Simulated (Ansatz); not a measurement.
**Ga2O3 under a change: pressure −2 GPa**

Take Ga₂O₃ in the corundum structure (space group R-3c, No. 167; a = 5.000 Å, c = 13.449 Å (hexagonal axes)) as the base.

One thing is altered: a negative pressure, −2 GPa.

Computed with Ansatz (a program for electronic structure) PBEsol, without spin-orbit coupling. k-mesh 8×8×8 (Γ-centred); smearing 0.05 eV (Fermi–Dirac).

```csv
quantity,base,changed,shift
volume per atom,9.71 Å³,9.80 Å³,+0.09 Å³
density,6.41 g/cm³,6.35 g/cm³,-0.06 g/cm³
lattice parameter a,5.000 Å,5.014 Å,+0.014 Å
c/a ratio,2.690,2.692,+0.0028
shortest interatomic distance,1.931 Å,1.937 Å,+0.006 Å
enthalpy H = E + PV relative to the base's energy,–,-0.12 eV/atom,–
band gap,2.70 eV,2.60 eV,-0.10 eV
gap character,"indirect, Γ–S₀ (50 % along) → Γ","indirect, Γ–S₀ (50 % along) → Γ",–
smallest direct gap,2.95 eV,2.85 eV,-0.10 eV
width of the top valence band,0.45 eV,0.45 eV,0.00 eV
electron mass,0.22 mₑ (at Γ),0.22 mₑ (at Γ),–
```

Final structure:

```yaml
crystal:
  lattice:
    - [2.50709, 1.44747, 4.50007]
    - [-2.50709, 1.44747, 4.50007]
    - [0.00000, -2.89494, 4.50007]
  atoms:
    - { symbol: Ga, position: [0.64435, 0.64435, 0.64435] }
    - { symbol: Ga, position: [0.14435, 0.14435, 0.14435] }
    - { symbol: Ga, position: [0.35565, 0.35565, 0.35565] }
    - { symbol: Ga, position: [0.85565, 0.85565, 0.85565] }
    - { symbol: O, position: [0.75000, 0.44721, 0.05279] }
    - { symbol: O, position: [0.05279, 0.75000, 0.44721] }
    - { symbol: O, position: [0.25000, 0.55279, 0.94721] }
    - { symbol: O, position: [0.55279, 0.94721, 0.25000] }
    - { symbol: O, position: [0.94721, 0.25000, 0.55279] }
    - { symbol: O, position: [0.44721, 0.05279, 0.75000] }
```

Load acts through the strain it causes; cell and atoms are relaxed under it. Effective masses come from finite differences of ±0.01 Å⁻¹. Stability against distortions was not tested.
